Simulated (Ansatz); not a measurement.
Start from ZnCu₂SnSe₄ (space group I-42m, No. 121; a = 5.661 Å, c = 11.308 Å). Axes: x, y, z lie along a, b, c of the conventional cell.

Computed with Kohn–Sham DFT with the PBEsol functional, run in Ansatz (a first-principles code) with PAW and 420 eV plane waves, spin-orbit coupling left out.

Strains are applied to the cell and any free atomic positions relax; under biaxial strain the out-of-plane vector relaxes too.

One change was made to it. Results:

```csv
quantity,base,after
"pressure (mean of the normal stresses, compression positive)",0.0 GPa,1.7 GPa
energy relative to the base (free energy F),0 meV/atom,+3.0 meV/atom
```

Question: Which of these changes matches the shifts?
A) isotropic strain −0.82 %
B) biaxial strain −2.89 %, plane normal [001], relaxed out of plane
C) uniaxial strain ε_xx = −2.77 %

Answer: A, isotropic strain −0.82 %. For comparison, the energy relative to the base in the other runs: uniaxial strain ε_xx = −2.77 % gives +4.9 meV/atom; biaxial strain −2.89 %, plane normal [001], relaxed out of plane gives +9.0 meV/atom.

The mesh was chosen for an insulator and is coarse for the gapless case. Stability against distortions was not tested. The final runs are not spin-polarised.
